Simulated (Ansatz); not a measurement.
The reference is LiNbO3 (space group R3c, No. 161; a = 5.1368 Å, c = 13.8871 Å (hexagonal axes)).

Method: r2SCAN (Ansatz, a program for electronic structure; PAW; 500 eV plane waves; no spin-orbit coupling), earlier PAW set.

Base values:

| Quantity | Result |
|---|---|
| c/a ratio | 2.703 |
| Lattice parameter a | 5.137 Å |

Modification: cell and atoms relaxed at a pressure of 9 GPa.

Task: What does the calculation give for the c/a ratio after the change?

Result: The c/a ratio rises by 0.0131 (2.703 → 2.717).

Task: What happens to the lattice parameter a?

Result: The lattice parameter a falls by 0.120 Å (5.137 Å → 5.017 Å).

Load acts through the strain it causes; cell and atoms are relaxed under it. No phonon test of stability was made. No other phases were tried under pressure.
